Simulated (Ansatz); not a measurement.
Consider the following.

End structure of a constructed model of the (111) surface of fcc Au, a pseudomorphic layer of Os in the other hollow (bottom of the slab: a bare face, its two planes held):

```
CELL_PARAMETERS angstrom
      2.93959     0.00000     0.00000
     -1.46980     2.54576     0.00000
      0.00000     0.00000    30.50000
ATOMIC_POSITIONS crystal
  Au 0.33333 0.66667 0.26431
  Au 0.66667 0.33333 0.34301
  Au 0.00000 0.00000 0.42153
  Au 0.33333 0.66667 0.50052
  Au 0.66667 0.33333 0.57958
  Au 0.00000 0.00000 0.65860
  Os 0.66667 0.33333 0.73148
```

Set-up: 7 atoms, 14.4 Å thick at the start; mesh 15x15x1; 0.1 eV smearing; dipole correction on; 2 atoms held, the rest relaxed; symmetry of the start imposed; no spin, no spin-orbit, no U. In PBE it lies 0.04 eV a 1x1 cell over the lowest computed structure of the same composition (a pseudomorphic layer of Os in the host's stacking).

Question: Give the work function of the top face at the level Ansatz (a quantum-chemistry and plane-wave program) with PBE.

Answer: 5.71 eV
